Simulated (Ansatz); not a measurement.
# ZnSe: response to strain

The reference is ZnSe in the zinc blende structure (space group F-43m, No. 216; a = 5.568 Å). Axes: x, y, z lie along the cube axes.

Strains are applied to the cell and any free atomic positions relax.

The values are results of Kohn–Sham DFT with the LDA functional, run in Ansatz (a program for electronic structure) with PAW and 420 eV plane waves, without spin-orbit coupling, not measurements.

Candidates:
(a) uniaxial strain ε_zz = +1.00 %
(b) uniaxial strain ε_zz = +2.50 %
(c) uniaxial strain ε_zz = −3.00 %
(d) uniaxial strain ε_zz = +1.50 %

Base values:

The band gap comes out as 1.25 eV.

Question: Order them by band gap, highest first.

Answer: (c) uniaxial strain ε_zz = −3.00 % (1.30 eV), (a) uniaxial strain ε_zz = +1.00 % (1.20 eV), (d) uniaxial strain ε_zz = +1.50 % (1.17 eV), (b) uniaxial strain ε_zz = +2.50 % (1.11 eV)

No phonon test of stability was made.
